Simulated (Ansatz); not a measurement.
```
InP
1.0
    4.17472     0.00000     0.00000
   -2.08736     3.61542     0.00000
    2.08736    -1.20514     3.40865
In P
1 1
Cartesian
  0.00000   0.00000   0.00000
  0.00000   2.41028   0.85216
```

Space group of this cell: F-43m, zinc blende. The cell is taken as given.

Calculation: r2SCAN (plane waves, PAW; Ansatz, a quantum-chemistry and plane-wave program).

The current runs along the normal of the first two printed vectors; no spin-orbit coupling. Scaled by the factor s: all lengths (ions clamped). Meshes 10×10×10 and 12×12 across the current in all rows.

```tsv
s	mean pressure (GPa)	band gap (eV)
0.98	4.9	1.39
1.00	0.1	1.04
1.02	-3.5	?
```

Task: Take the slope of the band gap against ln s from the two given rows, extrapolate to s = 1.02, and say what the run there gives.

Result: Slope = (1.39 − 1.04) / ln 0.98 = -17.3 eV. The line gives 1.04 + (-17.3) × ln 1.02 = 0.70 eV. The run gives 0.69 eV, 0.01 eV under the line, 2 % of the predicted step.
